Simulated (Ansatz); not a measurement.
Base system: TiSi$_{2}$ (space group Fddd, No. 70; a = 4.8062 Å, b = 8.2647 Å, c = 8.5654 Å).

(Cell as relaxed with PBE.)

Levels (all Ansatz, a quantum-chemistry and plane-wave program, PAW): PBE (420 eV, no spin-orbit coupling); r2SCAN (500 eV, no SOC).

Each level relaxes its own structure.

```tsv
base	PBE	r2SCAN
volume per atom	14.18 Å³	13.96 Å³
band gap	zero	zero
```

Modification: a hydrostatic pressure of 2.1 GPa.

```csv
quantity,PBE,r2SCAN
volume per atom,13.97 Å³,13.77 Å³
band gap,zero,zero
```

PBE's volume per atom lies 0.20 Å³ above r2SCAN's (1.5 %); the two agree on the band gap. Neither level is exact; r2SCAN is the comparison here, not a measurement.

Load acts through the strain it causes; cell and atoms are relaxed under it. No phonon test of stability was made. The final runs are not spin-polarised.
